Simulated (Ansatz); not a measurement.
## Elastic constant C44 of L1₂ (Cu3Au-type) Cu3Au at several levels of theory

No measured value is used here.

```
level (code)     value (GPa)  cell (Å³/atom)
---------------  -----------  --------------
LDA (Ansatz)               …           12.37
PBE (Ansatz)            64.2           13.51
PBEsol (Ansatz)         78.8           12.80
```

Task: Fill in the missing entries.

Result: 
- LDA (Ansatz, a quantum-chemistry and plane-wave program), value (GPa): 84.4

Density-functional levels without +SOC have no spin–orbit coupling. Each level is taken at its own relaxed cell. Ansatz's density-functional and Hartree–Fock values are scalar-relativistic unless marked +SOC, with PAW data made under PBE.
